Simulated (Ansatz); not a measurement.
Results of PBE0 (Ansatz, an electronic-structure program, PAW) for CaC2 (C2/m, No. 12; cell taken from a computed entry).

Numerical settings: plane-wave cutoff 500 eV, 6×6×4 k mesh (along the axes of the cell as run), gaussian smearing 0.02 eV, scalar-relativistic PAW data made under PBE.

Cell (relaxed with r²SCAN):

```yaml
crystal:
  lattice:
    - [3.58096, -1.91201, -0.00029]
    - [3.58096, 1.91201, -0.00029]
    - [-2.16607, 0.00000, 7.07823]
  atoms:
    - { symbol: Ca, position: [0.79688, 0.79688, 0.75343] }
    - { symbol: Ca, position: [0.20312, 0.20312, 0.24657] }
    - { symbol: C, position: [0.07917, 0.07917, 0.56424] }
    - { symbol: C, position: [0.92083, 0.92083, 0.43576] }
    - { symbol: C, position: [0.45197, 0.45197, 0.05823] }
    - { symbol: C, position: [0.54803, 0.54803, 0.94177] }
```

Task: Give the computed band gap.

Result: 
- band gap = 4.32 eV (on the SCF k mesh)

Note: cell and atoms aren't relaxed at this level (largest force component 0.26 eV/Å, pressure -0.2 GPa).

Computed values are for the static lattice.

Cost on a shared machine: very roughly 8 core-minutes.
